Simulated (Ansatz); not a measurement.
Consider MoTe₂ (space group P6_3/mmc, No. 194; a = 3.434 Å, c = 13.329 Å; layered, stacked along the Cartesian z axis).

Method: Kohn–Sham DFT with the PBEsol-D3(BJ) functional, run in Ansatz (a program for electronic structure) with PAW and 420 eV plane waves, no spin-orbit coupling.

Strains are applied to the cell and any free atomic positions relax.

One change was made to it. Results:

| quantity | base | after |
|---|---|---|
| largest internal atomic displacement | – | 0.032 Å |
| gap character | indirect, K–Γ (81 % along) → K–Γ (44 % along) | indirect, K–Γ (81 % along) → K–Γ (44 % along) |
| width of the top valence band | 1.19 eV | 1.17 eV |

Question: Name the change that was made.
A) isotropic strain +2.40 %
B) isotropic strain +3.00 %
C) isotropic strain +1.20 %

Answer: C, isotropic strain +1.20 %. For comparison, the gap character in the other runs: isotropic strain +3.00 % gives indirect, Γ → K–Γ (40 % along); isotropic strain +2.40 % gives indirect, Γ → K–Γ (44 % along).

Spin-orbit coupling, missing from the scalar runs, can matter with Te. Gaps are read on the SCF mesh and a high-symmetry path. No phonon test of stability was made.
